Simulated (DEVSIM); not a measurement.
System: abrupt GaSb p-n junction, at 250 K.

```csv
layer (left to right),material,thickness (μm),Nd (cm⁻³),Na (cm⁻³),τn (s),τp (s)
1,GaSb,6.70,-,8e16,4.1e-9,4.1e-9
2,GaSb,0.480,1.8e14,-,4.1e-9,4.1e-9
```

Left contact: ohmic. Right contact: ohmic. Voltage is applied to the left contact. Recombination: SRH at mid-gap, radiative. Mobility is constant in doping.

Constants are typed, rounded textbook-type inputs, not results; the design itself was drawn at random and stands for no fabricated device. Values at 300 K; Nc and Nv go as T^1.5, mobilities as T to minus their exponent, the gap by Varshni's rule with the affinity fixed.

```csv
parameter,GaSb
gap (eV),0.726
affinity (eV),4.06
permittivity,15.7
Nc (cm⁻³),2.1e17
Nv (cm⁻³),1.8e19
μn (cm²/Vs),5000
μp (cm²/Vs),850
T exponent of μn,2
T exponent of μp,1.7
B (cm³/s),1e-10
Varshni α (eV/K),0.00042
Varshni β (K),140
```

DEVSIM, 1D drift-diffusion, Boltzmann statistics, complete ionisation; no tunnelling, impact ionisation, image-force lowering or self-heating.

Task: Tabulate band edges, carrier densities and field at zero bias.

Result: Energies count from the Fermi level of the right contact; mesh points crowd at the junctions.

```json
[
 {"x (μm)": "0.000", "Ec (eV)": "0.634", "Ev (eV)": "-0.111", "n (cm⁻³)": "27000", "p (cm⁻³)": "8.0e16", "field (V/cm)": "≈ 0"},
 {"x (μm)": "0.02206", "Ec (eV)": "0.634", "Ev (eV)": "-0.111", "n (cm⁻³)": "27000", "p (cm⁻³)": "8.0e16", "field (V/cm)": "≈ 0"},
 {"x (μm)": "0.06426", "Ec (eV)": "0.634", "Ev (eV)": "-0.111", "n (cm⁻³)": "27000", "p (cm⁻³)": "8.0e16", "field (V/cm)": "≈ 0"},
 {"x (μm)": "0.1449", "Ec (eV)": "0.634", "Ev (eV)": "-0.111", "n (cm⁻³)": "27000", "p (cm⁻³)": "8.0e16", "field (V/cm)": "≈ 0"},
 {"x (μm)": "0.3883", "Ec (eV)": "0.634", "Ev (eV)": "-0.111", "n (cm⁻³)": "27000", "p (cm⁻³)": "8.0e16", "field (V/cm)": "≈ 0"},
 {"x (μm)": "0.7647", "Ec (eV)": "0.634", "Ev (eV)": "-0.111", "n (cm⁻³)": "27000", "p (cm⁻³)": "8.0e16", "field (V/cm)": "≈ 0"},
 {"x (μm)": "1.484", "Ec (eV)": "0.634", "Ev (eV)": "-0.111", "n (cm⁻³)": "27000", "p (cm⁻³)": "8.0e16", "field (V/cm)": "≈ 0"},
 {"x (μm)": "3.484", "Ec (eV)": "0.634", "Ev (eV)": "-0.111", "n (cm⁻³)": "27000", "p (cm⁻³)": "8.0e16", "field (V/cm)": "≈ 0"},
 {"x (μm)": "5.030", "Ec (eV)": "0.634", "Ev (eV)": "-0.111", "n (cm⁻³)": "27000", "p (cm⁻³)": "8.0e16", "field (V/cm)": "≈ 0"},
 {"x (μm)": "5.873", "Ec (eV)": "0.634", "Ev (eV)": "-0.111", "n (cm⁻³)": "27000", "p (cm⁻³)": "8.0e16", "field (V/cm)": "≈ 0"},
 {"x (μm)": "6.279", "Ec (eV)": "0.634", "Ev (eV)": "-0.111", "n (cm⁻³)": "27000", "p (cm⁻³)": "8.0e16", "field (V/cm)": "≈ 0"},
 {"x (μm)": "6.534", "Ec (eV)": "0.634", "Ev (eV)": "-0.111", "n (cm⁻³)": "27000", "p (cm⁻³)": "8.0e16", "field (V/cm)": "≈ 0"},
 {"x (μm)": "6.625", "Ec (eV)": "0.634", "Ev (eV)": "-0.111", "n (cm⁻³)": "27000", "p (cm⁻³)": "7.9e16", "field (V/cm)": "-160"},
 {"x (μm)": "6.672", "Ec (eV)": "0.629", "Ev (eV)": "-0.116", "n (cm⁻³)": "34000", "p (cm⁻³)": "6.3e16", "field (V/cm)": "-3300"},
 {"x (μm)": "6.703", "Ec (eV)": "0.602", "Ev (eV)": "-0.143", "n (cm⁻³)": "120000", "p (cm⁻³)": "1.8e16", "field (V/cm)": "-14000"},
 {"x (μm)": "6.727", "Ec (eV)": "0.573", "Ev (eV)": "-0.171", "n (cm⁻³)": "450000", "p (cm⁻³)": "4.8e15", "field (V/cm)": "-11000"},
 {"x (μm)": "6.770", "Ec (eV)": "0.529", "Ev (eV)": "-0.216", "n (cm⁻³)": "3400000", "p (cm⁻³)": "6.2e14", "field (V/cm)": "-9900"},
 {"x (μm)": "6.847", "Ec (eV)": "0.454", "Ev (eV)": "-0.290", "n (cm⁻³)": "1.1e8", "p (cm⁻³)": "1.9e13", "field (V/cm)": "-9600"},
 {"x (μm)": "7.015", "Ec (eV)": "0.296", "Ev (eV)": "-0.449", "n (cm⁻³)": "1.7e11", "p (cm⁻³)": "1.2e10", "field (V/cm)": "-9200"},
 {"x (μm)": "7.100", "Ec (eV)": "0.218", "Ev (eV)": "-0.526", "n (cm⁻³)": "6.4e12", "p (cm⁻³)": "3.3e8", "field (V/cm)": "-9100"},
 {"x (μm)": "7.149", "Ec (eV)": "0.174", "Ev (eV)": "-0.571", "n (cm⁻³)": "5.1e13", "p (cm⁻³)": "4.2e7", "field (V/cm)": "-9000"},
 {"x (μm)": "7.180", "Ec (eV)": "0.146", "Ev (eV)": "-0.598", "n (cm⁻³)": "1.8e14", "p (cm⁻³)": "1.2e7", "field (V/cm)": "-8900"}
]
```
